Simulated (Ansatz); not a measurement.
The reference is Cs$_{2}$AgBiBr$_{6}$ (space group Fm-3m, No. 225; a = 11.4791 Å).

The values are results of Kohn–Sham DFT with the PBE functional, run in Ansatz (a first-principles code) with PAW and 420 eV plane waves, without spin-orbit coupling, not measurements.

Before the change:

The hole mass is 0.21 mₑ along k, 0.82 mₑ across (at X) and the band gap is 1.33 eV. The smallest direct gap comes out as 2.30 eV and the electron mass comes out as 0.35 mₑ along k, 0.26 mₑ across (at L).

Modification: the cell is scaled by 1.0225 in all directions, atoms relaxed at fixed cell.

### Question
What happens to the energy relative to the base?

### Answer
The energy grows by 10 meV/atom.

### Question
Estimate the effect on the hole mass.

### Answer
The hole mass goes from 0.21 mₑ along k, 0.82 mₑ across (at X) to 0.24 mₑ along k, 0.95 mₑ across (at X).

### Question
What does the calculation give for the band gap after the change?

### Answer
The band gap grows by 0.11 eV, from 1.33 eV to 1.44 eV.

### Question
How does this affect the smallest direct gap?

### Answer
The smallest direct gap remains 2.30 eV.

### Question
How does this affect the electron mass?

### Answer
The electron mass goes from 0.35 mₑ along k, 0.26 mₑ across (at L) to 0.34 mₑ along k, 0.27 mₑ across (at L).

With Bi present, leaving out spin-orbit coupling can change the band edges. The cells carry an imposed strain or load. Effective masses come from finite differences of ±0.01 Å⁻¹. Along k means along the line from Γ to the band edge. Whether these cells are dynamically stable was not tested.
